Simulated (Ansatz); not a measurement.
A slab with vacuum along the third vector:

```xyz
18
Lattice="5.7600 0.0000 0.0000 -2.8800 6.4399 0.0000 0.0000 0.0000 27.0000" Properties=species:S:1:pos:R:3 pbc="T T T"
Ge     4.8072     1.3498     8.0235
Ge    -0.5401     3.6337     8.9984
Ge    -1.7012     6.0429     9.1421
Ge     2.9778     1.2953     9.8915
Ge     1.4661     3.2680    10.5331
Ge     2.9019     5.2136    11.2238
Ge     4.2786     0.6561    11.9296
Ge     0.0296     2.5634    12.4969
Ge    -1.4193     4.5015    13.1354
Ge     2.8593     0.0064    13.8646
Ge     1.4104     1.9446    14.5031
Ge     2.9214     3.8518    15.0704
Ge     1.4181     5.7341    15.7762
Ge    -0.0261     1.2399    16.4669
Ge    -1.5378     3.2127    17.1085
Ge     0.2612     4.9049    17.8579
Ge     1.9801     0.8742    18.0016
Ge     2.3928     3.1581    18.9765
```

Model: 18-atom slab, 10.9 Å thick at the start, 5x4x1 mesh, Fermi-Dirac 0.025 eV, dipole correction, all atoms relaxed; held to the start's symmetry, so lower structures may exist; no spin (no spin-polarised run to compare, though such a face may carry moments), no spin-orbit, no U. The slab shows no gap on its mesh.

Question: What is the computed work function of the top face (PBE run with Ansatz, a quantum-chemistry and plane-wave program)?

Answer: 4.31 eV

Question: What surface energy (mean of both faces) does PBE give?

Answer: 59 meV/Å²
